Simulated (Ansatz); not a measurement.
# HfGe2 (model structure, started from the fluorite type, Fm-3m, No. 225, 3 atoms in the cell)

These are PBE in Ansatz (PAW) values and carry that method's errors.

Run with plane-wave cutoff 500 eV, 10×10×10 k mesh, Fermi–Dirac smearing 0.05 eV, scalar-relativistic PAW data made under PBE.

Cell (relaxed at this level):

```cif
data_Ge8Hf4
_chemical_formula_sum 'Hf4 Ge8'
_space_group_name_H-M_alt 'Fm-3m'
_space_group_IT_number 225
_space_group_name_Hall '-F 4 2 3'
_cell_length_a 6.44779
_cell_length_b 6.44779
_cell_length_c 6.44779
_cell_angle_alpha 90.000
_cell_angle_beta 90.000
_cell_angle_gamma 90.000
loop_
_atom_site_label
_atom_site_type_symbol
_atom_site_symmetry_multiplicity
_atom_site_Wyckoff_symbol
_atom_site_fract_x
_atom_site_fract_y
_atom_site_fract_z
_atom_site_occupancy
Hf1 Hf 4 a 0.00000 0.00000 0.00000 1
Ge1 Ge 8 c 0.25000 0.25000 0.25000 1
```
(The calculation used a cell of 3 atoms; values per cell refer to that cell.)

For HfGe2 (model structure, started from the fluorite type, Fm-3m, No. 225, 3 atoms in the cell), the band gap comes out as none.

Note: the relaxation could raise the start's symmetry but not lower it, so the cell can be a saddle point.

Spin–orbit coupling is not included.

A model structure was made by putting elements into a prototype or built by hand; it is no filed structure, need not be a known phase, and can be a saddle point held by its symmetry.

Ansatz is a first-principles code.
